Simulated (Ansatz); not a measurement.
Band structure of Ta2N (P-3m1, 3 atoms in the cell).

```
CELL_PARAMETERS angstrom
      3.11286     0.00000     0.00000
     -1.55643     2.69582     0.00000
      0.00000     0.00000     4.86984
ATOMIC_POSITIONS crystal
  Ta 0.66667 0.33333 0.74529
  Ta 0.33333 0.66667 0.25471
  N  0.00000 0.00000 0.00000
```

Method of the run: PBE, PAW files (plane waves; Ansatz, a program for electronic structure).

Settings: kpoints.mp_grid.grid = 10 10 6; hamiltonian.xc = pbe; hamiltonian.pseudopotentials = {kind: paw} (the program's default PAW files); scf.occupations.method = fermi_dirac; scf.occupations.width = 0.136 eV; kpoints.band_path.npoints = 8.

The starting cell comes from a database of computed structures (which also holds hypothetical and non-ambient phases and stackings), without a prior relaxation at this level. Spin-orbit coupling is off. Spin polarisation is off; with an odd number of electrons in the cell that forces a metal, and a magnetic state may lie lower.

Levels in eV from the Fermi level, bands 13 to 19:
```csv
point,13,14,15,16,17,18,19
Γ,-4.97,-0.64,-0.22,-0.22,0.26,0.29,0.29
M,-4.52,-2.61,-1.38,1.77,1.88,3.71,4.00
K,-3.34,-2.71,-2.71,1.27,1.27,2.95,3.45
A,-2.85,-2.65,-1.10,-1.10,1.77,1.88,2.30
L,-3.26,-2.16,-2.11,-0.27,0.73,3.29,3.52
H,-2.44,-1.91,-1.91,0.64,0.76,0.76,3.98
```

Bands cross the Fermi level along this path, so the cell is metallic at this level.

Keys are those of Ansatz 0.2.
